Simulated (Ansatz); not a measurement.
**Parameter sweep on LaZn4 (Cmcm, 10 atoms in the cell)**

```xyz
10
Lattice="3.1700 -5.1560 0.0000 3.1700 5.1560 0.0000 0.0000 0.0000 6.1220" Properties=species:S:1:pos:R:3 pbc="T T T"
La     3.1700     2.4199     1.5305
La     3.1700    -2.4199     4.5915
Zn     3.1700    -3.6217     1.5305
Zn     3.1700     3.6217     4.5915
Zn     3.1700    -1.1247     1.5305
Zn     3.1700     1.1247     4.5915
Zn     1.3859     0.0000     0.0000
Zn     4.9541     0.0000     3.0610
Zn     4.9541     0.0000     0.0000
Zn     1.3859     0.0000     3.0610
```

Base run A: r2SCAN, default PAW files made with PBE in Ansatz (a quantum-chemistry and plane-wave program), self-consistent single point.

Its settings: kpoints.mp_grid.grid = 3 3 3; hamiltonian.xc = r2scan; hamiltonian.pseudopotentials = {kind: paw} (the program's default PAW files); scf.occupations.method = gaussian; scf.occupations.width = 0.0073 Ry.

The starting cell comes from a database of published, mostly measured structures (it also holds non-ambient and calculated ones), without a prior relaxation at this level. Ansatz's pressure includes its estimate of the finite-basis (Pulay) stress. Without a gap this mesh is coarse (it stands for a supercell whose shortest vector is 18 Å).

ΔF is the free energy per atom less that of run A. 

```csv
run,"kpoints.mp_grid.grid, scf.occupations.width",ΔF (meV/atom),pressure (GPa),largest force (eV/Å),TS (meV/atom),k-points
A,"3 3 3, 0.0073 Ry",0.00,-2.33,0.210,2.2,8
B,"2 2 2, 0.0022 Ry",-66.8,-2.62,0.231,0.0,6
C,"2 2 2, 0.0073 Ry",-67.1,-2.65,0.234,1.0,6
D,"2 2 2, 0.022 Ry",-75.0,-2.68,0.193,21.6,6
E,"3 3 2, 0.0022 Ry",-4.6,-2.31,0.061,0.4,8
F,"3 3 2, 0.0073 Ry",-6.0,-2.30,0.077,3.0,8
G,"3 3 2, 0.022 Ry",-18.8,-2.31,0.078,29.6,8
H,"3 3 3, 0.0022 Ry",0.94,-2.31,0.221,0.2,8
I,"3 3 3, 0.022 Ry",-10.4,-2.32,0.206,25.9,8
J,"4 4 3, 0.0022 Ry",0.48,-2.27,0.127,0.5,14
K,"4 4 3, 0.0073 Ry",-1.33,-2.26,0.131,3.7,14
L,"4 4 3, 0.022 Ry",-15.5,-2.26,0.153,30.6,14
```

Run K against A: The free energy drops by 1.3 meV/atom, the pressure stays near -2.26 GPa while the yy stress (positive for compression) goes from -4.60 to -1.95 GPa and the largest force goes from 0.210 to 0.131 eV/Å.

Run L against A: The free energy goes down by 15.5 meV/atom, the pressure stays near -2.26 GPa while the yy stress (positive for compression) goes from -4.60 to -1.94 GPa and the largest force goes from 0.210 to 0.153 eV/Å.

Run G against A: The free energy goes down by 18.8 meV/atom, the pressure stays near -2.31 GPa while the yy stress (positive for compression) goes from -4.60 to -2.49 GPa and the largest force goes from 0.210 to 0.078 eV/Å.

Keys are those of Ansatz 0.2.
